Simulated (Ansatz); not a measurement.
System: SnO2 (P4₂/mnm, No. 136, 12 atoms in the cell; start mp-1041584). Method: r²SCAN+rVV10 in Ansatz (plane waves, PAW).

Settings: plane-wave cutoff 560 eV, 8×8×8 k mesh, Fermi–Dirac smearing 0.01 eV, scalar-relativistic PAW data made under PBE.

Cell (relaxed at this level):

```yaml
crystal:
  lattice:
    - [-3.19847, 3.35515, 3.35515]
    - [3.19847, -3.35515, 3.35515]
    - [3.19847, 3.35515, -3.35515]
  atoms:
    - { symbol: Sn, position: [0.00000, 0.25000, 0.75000] }
    - { symbol: Sn, position: [0.00000, 0.75000, 0.25000] }
    - { symbol: Sn, position: [0.50000, 0.50000, 0.50000] }
    - { symbol: Sn, position: [0.50000, 0.00000, 0.00000] }
    - { symbol: O, position: [0.19424, 0.19424, 0.50000] }
    - { symbol: O, position: [0.80576, 0.80576, 0.50000] }
    - { symbol: O, position: [0.19424, 0.69425, 0.00000] }
    - { symbol: O, position: [0.80576, 0.30575, 0.00000] }
    - { symbol: O, position: [0.69424, 0.75000, 0.94424] }
    - { symbol: O, position: [0.30576, 0.25000, 0.05576] }
    - { symbol: O, position: [0.30575, 0.75000, 0.55576] }
    - { symbol: O, position: [0.69425, 0.25000, 0.44424] }
```

Question: Predict the band gap.

Answer: 
- band gap: 1.82 eV (on the SCF k mesh)

Note: the relaxation could not lower the start's symmetry, so the cell can be a saddle point above a distorted one.

Spin–orbit coupling is not included.

Computed values are for the static lattice.

Computing time: roughly 12 core-minutes.

A start named mp-… is a Materials Project structure, which need not be a measured phase.

Ansatz is a first-principles code.
